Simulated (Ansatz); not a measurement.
The parent structure is HfN in the rock salt structure (space group Fm-3m, No. 225; a = 4.526 Å; relaxed with 0.1 eV smearing).

Calculations: r2SCAN (Ansatz, a first-principles code, PAW, no spin-orbit coupling).

Strains are applied to the cell and any free atomic positions relax.

One change was made to it. Results:

```json
[
 {"quantity": "energy relative to the base (free energy F)", "base": "0 meV/atom", "after": "+8.9 meV/atom"},
 {"quantity": "pressure", "base": "0.0 GPa", "after": "-7.9 GPa"}
]
```

Task: Which of these changes matches the shifts?
A. isotropic strain +2.50 %
B. isotropic strain +0.50 %
C. isotropic strain +1.00 %

Result: C, isotropic strain +1.00 %. For comparison, the energy relative to the base in the other runs: isotropic strain +2.50 % gives +53 meV/atom; isotropic strain +0.50 % gives +2.3 meV/atom.

Stability against distortions was not tested. All final runs are without spin polarisation. An odd electron count without spin: HfN.
